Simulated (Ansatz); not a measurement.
InSb: response to strain

Consider InSb in the zinc blende structure (space group F-43m, No. 216).

```
CELL_PARAMETERS angstrom
      0.00000     3.25944     3.25944
      3.25944     0.00000     3.25944
      3.25944     3.25944     0.00000
ATOMIC_POSITIONS crystal
  In 0.00000 0.00000 0.00000
  Sb 0.25000 0.25000 0.25000
```

Cartesian axes are those of the cell as printed.

Strains are applied to the cell and any free atomic positions relax; under biaxial strain the out-of-plane vector relaxes too.

Method: PBEsol (Ansatz, a quantum-chemistry and plane-wave program, PAW, no spin-orbit coupling).

Notes on the quantities. pressure: mean of the normal stresses, compression positive; energy relative to the base: free energy F.

| variant | shortest interatomic distance | pressure | energy relative to the base |
|---|---|---|---|
| base | 282.3 pm | 0.0 GPa | 0 meV/atom |
| biaxial strain −2.50 %, plane normal [111], relaxed out of plane | (withheld) | (withheld) | (withheld) |
| biaxial strain −2.08 %, plane normal [111], relaxed out of plane | 279.1 pm | 1.3 GPa | +8.6 meV/atom |
| biaxial strain −1.67 %, plane normal [111], relaxed out of plane | 279.7 pm | 1.0 GPa | +5.5 meV/atom |
| biaxial strain −0.83 %, plane normal [111], relaxed out of plane | 280.9 pm | 0.5 GPa | +1.3 meV/atom |
| biaxial strain +0.42 %, plane normal [111], relaxed out of plane | 282.4 pm | -0.2 GPa | +0.3 meV/atom |
| biaxial strain +0.83 %, plane normal [111], relaxed out of plane | 282.6 pm | -0.5 GPa | +1.3 meV/atom |
| biaxial strain +1.25 %, plane normal [111], relaxed out of plane | 282.7 pm | -0.7 GPa | +2.9 meV/atom |
| biaxial strain +1.67 %, plane normal [111], relaxed out of plane | 282.7 pm | -0.9 GPa | +5.2 meV/atom |
| biaxial strain +2.50 %, plane normal [111], relaxed out of plane | 282.9 pm | -1.3 GPa | +11 meV/atom |

Q: Fill in the withheld entries from the trend.

A: 
- biaxial strain −2.50 %, plane normal [111], relaxed out of plane, shortest interatomic distance: 278.5 pm
- biaxial strain −2.50 %, plane normal [111], relaxed out of plane, pressure: 1.6 GPa
- biaxial strain −2.50 %, plane normal [111], relaxed out of plane, energy relative to the base: +13 meV/atom

No phonon test of stability was made. All final runs are without spin polarisation.
